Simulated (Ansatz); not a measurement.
# RhBi (P6₃/mmc, No. 194, 4 atoms in the cell; start mp-1064554)

Calculation: LDA (Ansatz, a program for electronic structure, PAW).

Settings: plane-wave cutoff 520 eV, 18×18×10 k mesh (along the axes of the cell as run), Fermi–Dirac smearing 0.05 eV, no spin polarisation, scalar-relativistic PAW data made under PBE.

Cell (relaxed at this level):

```cif
data_Bi2Rh2
_chemical_formula_sum 'Bi2 Rh2'
_space_group_name_H-M_alt 'P 1'
_space_group_IT_number 1
_cell_length_a 4.07892
_cell_length_b 4.07892
_cell_length_c 5.59443
_cell_angle_alpha 90.000
_cell_angle_beta 90.000
_cell_angle_gamma 120.000
loop_
_space_group_symop_operation_xyz
  'x, y, z'
loop_
_atom_site_label
_atom_site_type_symbol
_atom_site_fract_x
_atom_site_fract_y
_atom_site_fract_z
_atom_site_occupancy
Bi1 Bi 0.33333 0.66667 0.25000 1
Bi2 Bi 0.66667 0.33333 0.75000 1
Rh1 Rh 0.00000 0.00000 0.50000 1
Rh2 Rh 0.00000 0.00000 0.00000 1
```

```json
{
 "bulk_modulus": "143 GPa"
}
```

Note: the run has no spin polarisation, so it can have missed a magnetic state; the bulk modulus is −V dP/dV from two relaxed cells at ±2 % in volume; the relaxation could not lower the start's symmetry, so the cell can be a saddle point above a distorted one.

Spin–orbit coupling is not included; it can shift volumes and moduli of such heavy elements.

The computed numbers hold no vibrational or temperature effects.

A start named mp-… is a Materials Project structure, which need not be a measured phase.
